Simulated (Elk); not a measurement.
# A self-consistent single point of Zr2Al (I4/mcm, 6 atoms in the cell) with Elk

Computed with PBEsol, all-electron FP-LAPW, Elk's shipped species files, default APW+lo basis (Elk).

Input:

```
tasks
  0

xctype
  22

stype
  0

swidth
  0.00367493

maxscl
  100

avec
   -6.4312047645    6.4312047645    5.0505821962
    6.4312047645   -6.4312047645    5.0505821962
    6.4312047645    6.4312047645   -5.0505821962

sppath
  'species/'

atoms
  2
  'Zr.in'
  4
  0.3486000000  0.1514000000  0.5000000000    0.0 0.0 0.0
  0.6514000000  0.8486000000  0.5000000000    0.0 0.0 0.0
  0.1514000000  0.6514000000  0.8028000000    0.0 0.0 0.0
  0.8486000000  0.3486000000  0.1972000000    0.0 0.0 0.0
  'Al.in'
  2
  0.2500000000  0.2500000000  0.0000000000    0.0 0.0 0.0
  0.7500000000  0.7500000000  0.0000000000    0.0 0.0 0.0

ngridk
  5 5 5
```

The program printed (abridged):

```
│ Elk code version 10.2.4 │

All units are atomic (Hartree, Bohr, etc.)

│ Ground-state run starting from atomic densities │

Lattice vectors :
  -6.431204765       6.431204765       5.050582196
   6.431204765      -6.431204765       5.050582196
   6.431204765       6.431204765      -5.050582196

Unit cell volume      :    835.5762929
Brillouin zone volume :   0.2968612388

Muffin-tin inner radius fraction :   0.1000000000E-01

Nuclei treated as point charges

Species :    1 (Zr)
 parameters loaded from : Zr.in
 name : zirconium
 nuclear charge    :   -40.00000000
 electronic charge :    40.00000000
 atomic mass :    166291.1791
 muffin-tin radius :    2.600000000
 number of radial points in muffin-tin :    597
 atomic positions (lattice), magnetic fields (Cartesian) :
   1 :   0.34860000  0.15140000  0.50000000    0.00000000  0.00000000  0.00000000
   2 :  -0.34860000 -0.15140000  0.50000000    0.00000000  0.00000000  0.00000000
   3 :   0.15140000 -0.34860000 -0.19720000    0.00000000  0.00000000  0.00000000
   4 :  -0.15140000  0.34860000  0.19720000    0.00000000  0.00000000  0.00000000

Species :    2 (Al)
 parameters loaded from : Al.in
 name : aluminium
 nuclear charge    :   -13.00000000
 electronic charge :    13.00000000
 atomic mass :    49184.33492
 muffin-tin radius :    2.200000000
 number of radial points in muffin-tin :    397
 atomic positions (lattice), magnetic fields (Cartesian) :
   1 :   0.25000000  0.25000000  0.00000000    0.00000000  0.00000000  0.00000000
   2 :  -0.25000000 -0.25000000  0.00000000    0.00000000  0.00000000  0.00000000

Total number of atoms per unit cell :    6

Spin treatment :
 spin-unpolarised

Number of Bravais lattice symmetries :   16
Number of crystal symmetries         :   16
Crystal has inversion symmetry
Real symmetric eigensolver will be used

k-point grid :      5     5     5
k-point offset :    0.000000000       0.000000000       0.000000000
k-point set is reduced with full crystal symmetry group
Total number of k-points :       18

Muffin-tin radius times maximum |G+k| :    7.000000000
 using average radius
Maximum |G+k| for APW functions       :    2.837837838
Maximum (1/2)|G+k|²                   :    4.026661797
Maximum |G| for potential and density :    12.00000000
 potential will be trimmed for |G| > 2 gkmax
Constant for pseudocharge density :    8
Radial integration step length :    4

G-vector grid sizes :     40    40    40
Number of G-vectors :    24287

Maximum angular momentum used for
 APW functions                      :    8
 outer part of muffin-tin           :    6
 inner part of muffin-tin           :    1

Total nuclear charge    :   -186.0000000
Total core charge       :    120.0000000
Total valence charge    :    66.00000000
Total excess charge     :    0.000000000
Total electronic charge :    186.0000000

Effective Wigner radius, rₛ :    1.023595070

Number of empty states         :   24
Total number of valence states :   57
Total number of core states    :  120

Total number of local-orbitals :   66

Exchange-correlation functional :     22     0     0
 PBEsol, Phys. Rev. Lett. 100, 136406 (2008)
 gradient requirement :    1
 generalised gradient approximation (GGA)

Smearing type :    0
 Gaussian
Smearing width :   0.3674930000E-02
Effective electronic temperature (K) :    1160.451112

Mixing type :    3
 Broyden mixing, J. Phys. A: Math. Gen. 17, L317 (1984)

Kohn-Sham potential initialised from atomic data

│ Self-consistent loop started │
│ Loop number : 1 │
 total energy                :     -14871.9546282
│ Loop number : 2 │
 total energy                :     -14872.2187639
RMS change in Kohn-Sham potential (target) :   0.4185981779     (  0.1000000000E-05)
Absolute change in total energy (target)   :   0.2641357131     (  0.1000000000E-03)
│ Loop number : 3 │
 total energy                :     -14872.1284183
RMS change in Kohn-Sham potential (target) :   0.3884217321     (  0.1000000000E-05)
Absolute change in total energy (target)   :   0.2431171491E-01 (  0.1000000000E-03)
│ Loop number : 4 │
 total energy                :     -14874.3346994
RMS change in Kohn-Sham potential (target) :   0.1825038540     (  0.1000000000E-05)
Absolute change in total energy (target)   :    2.200203214     (  0.1000000000E-03)
│ Loop number : 5 │
 total energy                :     -14873.7244811
RMS change in Kohn-Sham potential (target) :   0.6434615861E-01 (  0.1000000000E-05)
Absolute change in total energy (target)   :   0.6016748357E-01 (  0.1000000000E-03)
│ Loop number : 6 │
 total energy                :     -14873.7258419
RMS change in Kohn-Sham potential (target) :   0.1604235390E-01 (  0.1000000000E-05)
Absolute change in total energy (target)   :   0.1368112363E-01 (  0.1000000000E-03)
│ Loop number : 7 │
 total energy                :     -14873.6890894
RMS change in Kohn-Sham potential (target) :   0.6849856605E-03 (  0.1000000000E-05)
Absolute change in total energy (target)   :   0.4017276395E-01 (  0.1000000000E-03)
│ Loop number : 8 │
 total energy                :     -14873.6709319
RMS change in Kohn-Sham potential (target) :   0.4168174349E-03 (  0.1000000000E-05)
Absolute change in total energy (target)   :   0.2820073237E-01 (  0.1000000000E-03)
│ Loop number : 9 │
 total energy                :     -14873.6908852
RMS change in Kohn-Sham potential (target) :   0.8807835677E-04 (  0.1000000000E-05)
Absolute change in total energy (target)   :   0.1290319731E-01 (  0.1000000000E-03)
│ Loop number : 10 │
 total energy                :     -14873.6917648
RMS change in Kohn-Sham potential (target) :   0.1985995900E-04 (  0.1000000000E-05)
Absolute change in total energy (target)   :   0.4105386604E-02 (  0.1000000000E-03)
│ Loop number : 11 │
 total energy                :     -14873.6941726
RMS change in Kohn-Sham potential (target) :   0.1378926332E-04 (  0.1000000000E-05)
Absolute change in total energy (target)   :   0.3434091172E-02 (  0.1000000000E-03)
│ Loop number : 12 │
 total energy                :     -14873.6934482
RMS change in Kohn-Sham potential (target) :   0.2424769092E-05 (  0.1000000000E-05)
Absolute change in total energy (target)   :   0.1341691623E-03 (  0.1000000000E-03)
│ Loop number : 13 │
 total energy                :     -14873.6935921
RMS change in Kohn-Sham potential (target) :   0.8379360473E-06 (  0.1000000000E-05)
Absolute change in total energy (target)   :   0.1774626126E-03 (  0.1000000000E-03)
│ Loop number : 14 │
 total energy                :     -14873.6936386
RMS change in Kohn-Sham potential (target) :   0.3321690864E-06 (  0.1000000000E-05)
Absolute change in total energy (target)   :   0.9086869250E-04 (  0.1000000000E-03)
Convergence targets achieved

│ Loop number : 15 │

Energies :
 Fermi                       :     0.289065771857
 sum of eigenvalues          :     -8779.96969575
 electron kinetic            :      15351.2451435
 core electron kinetic       :      14951.4900949
 Coulomb                     :     -29739.3207267
 Coulomb potential           :     -23494.0172729
 nuclear-nuclear             :     -1451.17406703
 electron-nuclear            :     -33082.2760463
 Hartree                     :      4794.12938670
 Madelung                    :     -17992.3120902
 xc potential                :     -637.197566340
 exchange                    :     -475.234732760
 correlation                 :     -10.3833341331
 total energy                :     -14873.6936500

Density of states at Fermi energy :    200.0502284
 (states/Hartree/unit cell)

Estimated indirect band gap :   0.1450377530E-02
 from k-point     15 to k-point     18
Estimated direct band gap   :   0.2888260767E-02
 at k-point     15

Charges :
 core                        :    120.0000000
 valence                     :    66.00000000
 interstitial                :    11.64206147
 muffin-tins (core leakage)
  species :    1 (Zr)
   atom    1                 :    37.91041898     (  0.2866786218E-05)
   atom    2                 :    37.91041898     (  0.2866786218E-05)
   atom    3                 :    37.91041898     (  0.2866786218E-05)
   atom    4                 :    37.91041898     (  0.2866786218E-05)
  species :    2 (Al)
   atom    1                 :    11.35813130     (  0.4913801558E-03)
   atom    2                 :    11.35813130     (  0.4913801558E-03)
 total in muffin-tins        :    174.3579385
 total calculated charge     :    185.9966588
 total charge                :    186.0000000
 error                       :   0.3341245354E-02

│ Self-consistent loop stopped │
```

The run converged in 15 iterations. The count includes the last loop, which Elk runs after its targets are met.

The starting cell comes from a database of computed structures (which also holds hypothetical and non-ambient phases and stackings), without a prior relaxation at this level. Its lattice was rescaled by a random factor within 2.5 % of one. Values depend on the basis (sphere radii, cutoffs, local orbitals), which need not be converged. The log's line on a gap gives a spacing of levels on this mesh, which the program prints for metals too.
